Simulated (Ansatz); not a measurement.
# Ca under a change: biaxial strain −0.83 %, plane normal [111], relaxed out of plane

Consider Ca in the fcc (Cu type) structure (space group Fm-3m, No. 225; a = 5.4558 Å; relaxed with 0.1 eV smearing). Axes: x, y, z lie along the cube axes.

One thing is altered: biaxial strain −0.83 %, plane normal [111], relaxed out of plane (Cartesian); in-plane vectors clamped, the third vector and the atoms free.

Level of theory: Ansatz (an electronic-structure program), PBEsol, PAW, cutoff 420 eV, scalar-relativistic without spin-orbit coupling. k-mesh 21×21×21 (Γ-centred); smearing 0.1 eV (Fermi–Dirac).

```tsv
quantity	base	changed	shift
volume per atom	40.60 Å³	40.05 Å³	-0.55 Å³
space group	Fm-3m (No. 225)	R-3m (No. 166)	–
shortest interatomic distance	3.858 Å	3.826 Å	-0.032 Å
energy relative to the base (free energy F)	0 meV/atom	+0.8 meV/atom	+0.8 meV/atom
pressure (mean of the normal stresses, compression positive)	0.0 GPa	0.3 GPa	+0.3 GPa
band gap	zero	zero	–
out-of-plane strain	–	+0.31 %	–
ratio −ε⊥/ε∥	–	0.38	–
mean in-plane stress (compression positive)	–	+0.4 GPa	–
```

Final structure (turned so that z lies along the plane normal):

```xyz
1
Lattice="3.8258 0.0000 0.0000 1.9129 3.3133 0.0000 1.9129 -1.1044 3.1598" Properties=species:S:1:pos:R:3 pbc="T T T"
Ca     0.0000     0.0000     0.0000
```

Stability against distortions was not tested.
